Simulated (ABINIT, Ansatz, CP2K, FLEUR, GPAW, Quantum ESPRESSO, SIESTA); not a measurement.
**Code comparison for NiPbF6 (R-3, 8 atoms in the cell)**

Self-consistent single point.

```
NiPbF6
1.0
    2.58187     1.49064     4.80734
   -2.58187     1.49064     4.80734
    0.00000    -2.98129     4.80734
Ni Pb F
1 1 6
Cartesian
  0.00000   0.00000   0.00000
  0.00000   0.00000   7.21101
  0.78530  -1.55000   5.97797
 -0.78530   1.55000   8.44404
  0.94969   1.45509   5.97797
 -0.94969  -1.45509   8.44404
 -1.73499   0.09491   5.97797
  1.73499  -0.09491   8.44404
```
Moments meant for the start (each program seeds them in its own way; μB, in the order of the atoms Ni Pb F F F F F F): 2.0 0.0 0.0 0.0 0.0 0.0 0.0 0.0.

All programs got the same cell, k-point mesh and kind of occupations, and the same starting moments (in Ansatz's words: kpoints.mp_grid.grid = 3 3 3; magnetization.spin_polarized = true; scf.occupations.method = fermi_dirac; scf.occupations.width = 0.02 eV); potentials, basis and cutoffs are each program's usual ones.

```csv
code,model,pressure (GPa),largest force (eV/Å),gap on the mesh (eV),size of the net moment (μB/atom),k-points,cutoff
SIESTA,"GGA PBEsol, numerical atomic orbitals TZP, PseudoDojo PBEsol standard norm-conserving potentials (rewritten from UPF to PSML)",-6.82,0.616,0.202,0.25,14,grid 300 Ry
GPAW,"PBEsol, GPAW PAW datasets PBEsol (made by gpaw-setup)",–,0.269,0.204,0.25,6,900 eV
CP2K,"PBEsol, GPW, DZVP-MOLOPT-SR-GTH basis, GTH-PBE potentials (GTH_POTENTIALS)",-2.45,0.469,0.251,0.25,14,grid 600 Ry
ABINIT,"PBEsol, norm-conserving pseudopotentials (PseudoDojo nc-sr-04 PBEsol standard)",-4.34,0.374,0.217,0.25,6,49 Ha
Ansatz,"PBEsol, PAW files made with PBE",-4.50,0.371,–,0.25,6,default
FLEUR,"PBEsol, all-electron FLAPW (FLEUR), scalar-relativistic valence",–,–,0.250,0.25,6,Kmax 4.7 1/bohr
Quantum ESPRESSO,"PBEsol, PseudoDojo standard norm-conserving (PBESOL) pseudopotentials",-4.33,0.374,0.217,0.25,6,100 Ry
```

A dash marks a value that a program does not give, or that is left out as unsure.

No gap is tabulated for Ansatz (a program for electronic structure): it is not read from that output, or partly filled or unconverged empty levels leave it unsure.

Gaps are read on the mesh.

The spread over the programs that give each value: pressure within 4.37 GPa; largest force within 0.347 eV/Å; gap on the mesh within 0.049 eV; size of the net moment within 0.00 μB/atom.

The starting cell comes from a database of computed structures (which also holds hypothetical and non-ambient phases and stackings), without a prior relaxation at this level. Its lattice was rescaled by a random factor within 2.5 % of one. On Ansatz's run: Spin-orbit coupling is off. With one magnetic atom in the cell only a parallel order is possible. In the base run, with a pressure of about -4 GPa the cell is away from its equilibrium volume at this level.

Task: Why do the programs differ, and what cannot be compared?

Result: Differences of this kind can come from the potentials, where these differ, and from what each basis and cutoff leave unconverged. The valence holds different numbers of electrons (SIESTA 74, GPAW 72, CP2K 64, ABINIT 74, Ansatz 74, FLEUR 72, Quantum ESPRESSO 74). The zero of total energies and Fermi levels follows the potentials and each program's conventions, so they are not compared here. SIESTA and CP2K use small atom-centred bases, whose incompleteness enters pressures, forces and empty levels differently from a plane-wave cutoff. FLEUR treats all electrons, but the usual bases taken here (sphere radii, linearisation, local orbitals, empty states) were not tested for convergence, so the values are no reference for the others. Ansatz's pressure is given at a fixed set of plane waves, as the other plane-wave codes print theirs; with its correction for the finite basis it is -4.06 GPa (the shift of 0.44 GPa shows how far the cutoff is from converged). The pressure of GPAW is left out: its cutoff lies under the one at which its stress was checked. Site moments depend on each program's spheres or projections; the total moment of the cell does not. The programs reduce the same mesh by symmetry to different extents, which changes the work and not the result. In the pressure, SIESTA (by 2.49) and CP2K (by 1.89) lie more than 1 GPa from the median of the plane-wave programs. In the force vectors, SIESTA (by 0.362), GPAW (by 0.165) and CP2K (by 0.268) lie more than 0.08 eV/Å from the median of the plane-wave programs.

The shared mesh is coarse (it stands for a supercell whose shortest vector is 15 Å), so the values are not converged in it.

Left out of this page: Elk (unsound by tests on forces, stress, charge or solver warnings).

Keys are those of Ansatz 0.2.
